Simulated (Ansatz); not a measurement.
AlB2-type LaCu₂, treated with r²SCAN (Ansatz, a first-principles code, plane waves, PAW).

Run with plane-wave cutoff 560 eV, 18×18×14 k mesh (along the axes of the cell as run), Fermi–Dirac smearing 0.05 eV, no spin polarisation, scalar-relativistic PAW data made under PBE.

Computed at the level's own relaxed cell.

Question: What does this level give for the equilibrium lattice constant a, c axis length and bulk modulus B0?

Answer: 
- equilibrium lattice constant a = 4.303 Å
- c axis length = 3.862 Å
- bulk modulus B0 = 70.2 GPa

The run finds no gap.

Note: the bulk modulus is −V dP/dV from two relaxed cells at ±2 % in volume.

Spin–orbit coupling is not included.

Computed values are for the static lattice.
